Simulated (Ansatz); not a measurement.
## HfC: isotropic strain +3.00 %

Take HfC in the rock salt structure (space group Fm-3m, No. 225; a = 4.6071 Å; relaxed with 0.1 eV smearing) as the base.

The change: every lattice vector is stretched by 3.00 %, atoms relaxed at fixed cell.

All numbers come from Kohn–Sham DFT with the PBEsol functional, run in Ansatz (an electronic-structure program) with PAW and 420 eV plane waves, no spin-orbit coupling. Settings: 22×22×22 k-points, 0.1 eV Fermi–Dirac smearing.

| quantity | base | changed | shift |
|---|---|---|---|
| space group | Fm-3m (No. 225) | Fm-3m (No. 225) | – |
| shortest interatomic distance | 2.304 Å | 2.373 Å | +0.069 Å |
| energy relative to the base (free energy F) | 0 meV/atom | +70 meV/atom | +70 meV/atom |
| band gap | zero | zero | – |

Final structure:

```
CELL_PARAMETERS angstrom
      0.00000     2.37263     2.37263
      2.37263     0.00000     2.37263
      2.37263     2.37263     0.00000
ATOMIC_POSITIONS crystal
  Hf 0.00000 0.00000 0.00000
  C  0.50000 0.50000 0.50000
```

Cost of the whole job for the changed cell (relaxation, final SCF and bands): roughly 19 core-seconds.

Stability against distortions was not tested. All final runs are without spin polarisation.
